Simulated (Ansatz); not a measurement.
CF2 on the 1x1 (111) surface of fcc Al, one in a 2x2 cell, energies for each (28.3 Å²). Energies are against CF4(g) − F2(g), without zero-point or thermal terms; each row is named by its start.

Calculation: PBE (plane waves to 420 eV, PAW; Ansatz, a first-principles code).

Question: Which site binds most strongly?
(A) bridge Al-Al (span 2.9 Å)
(B) top Al

Answer: A, bridge Al-Al (span 2.9 Å). Adsorption energies: bridge Al-Al (span 2.9 Å) 6.05 eV; top Al 6.42 eV.
